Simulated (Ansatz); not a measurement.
Structures of equal composition on the (111)A surface of 3C silicon carbide (Si plane on top): 2x2 Si adatom at H3; 2x2 Si adatom at T1; 2x2 Si adatom at T4. The slabs share one bottom face, and each structure is named by its start. These are constructed structures in small cells; real faces may alloy, dewet or reconstruct in larger ones, and not all known structures of the face are among them. Slabs of about 10 Å, Fermi-Dirac smearing of 0.025 eV. Bottom of the slabs: H caps. Relaxed from the named starts with such symmetry as they have, on meshes of like density; energies extrapolated to zero smearing; spin only where a row says so; no spin-orbit coupling, no U. Brackets mark spin-polarised runs, whose order is one that fits the cell. Where a second, spin-polarised start was run, the lower counts.

Level of theory: r2SCAN, at the PBE geometry (plane waves to 500 eV, PAW; Ansatz, a quantum-chemistry and plane-wave program).

Q: Put the candidates in order of energy per 1x1 cell, lowest first, for r2SCAN, at the PBE geometry.

A: 2x2 Si adatom at H3 (0.000 eV), 2x2 Si adatom at T4 (0.015 eV), 2x2 Si adatom at T1 (0.652 eV)
